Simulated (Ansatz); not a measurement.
The first run of each system starts from parallel moments on all its atoms from V to Ni; any other order comes from its own run or couplings.

Here is the system:

```xyz
2
Lattice="0.0000 2.0932 2.0932 2.0932 0.0000 2.0932 2.0932 2.0932 0.0000" Properties=species:S:1:pos:R:3 pbc="T T T"
Ni     0.0000     0.0000     0.0000
O      2.0932     2.0932     2.0932
```

Space group of this cell: Fm-3m, rock salt. The cell is taken as given; by PBEsol+U its mean pressure is 2.2 GPa.

Signs of the converged moments (0: under 0.4 μB), in the order of the atoms: + 0.

Calculation: PBEsol+U (plane waves, PAW; Ansatz, a quantum-chemistry and plane-wave program).

Files: harder PAW set, 930 eV.

Couplings at constrained moments on a 10×10×10 mesh, U_eff Ni 6.20 eV. Fermi-Dirac width 0.05 eV. 

The moments are then reversed from cell to cell at q = (0.0, 0.0, 0.5) of this cell's reciprocal vectors.

### Question
How does the energy change, and is the new order stable?

### Answer
It drops by 110 meV a cell of 2 atoms (meshes of like density). The new order is stable against small rotations, but its ordering temperature did not settle on the mesh.
